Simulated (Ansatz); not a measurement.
CsCl-type LuPd

The numbers are results of r²SCAN (Ansatz, a quantum-chemistry and plane-wave program, PAW), not measurements.

Numerical settings: plane-wave cutoff 500 eV, 16×16×16 k mesh, Fermi–Dirac smearing 0.1 eV, scalar-relativistic PAW data made under PBE.

Cell (relaxed at this level):

```yaml
crystal:
  lattice:
    - [3.41710, 0.00000, 0.00000]
    - [0.00000, 3.41710, 0.00000]
    - [0.00000, 0.00000, 3.41710]
  atoms:
    - { symbol: Lu, position: [0.00000, 0.00000, 0.00000] }
    - { symbol: Pd, position: [0.50000, 0.50000, 0.50000] }
```

| Property | Result |
|---|---|
| band gap | none |

Spin–orbit coupling is not included.

The computed numbers hold no vibrational or temperature effects.

It cost roughly 2.0 core-minutes of CPU time.
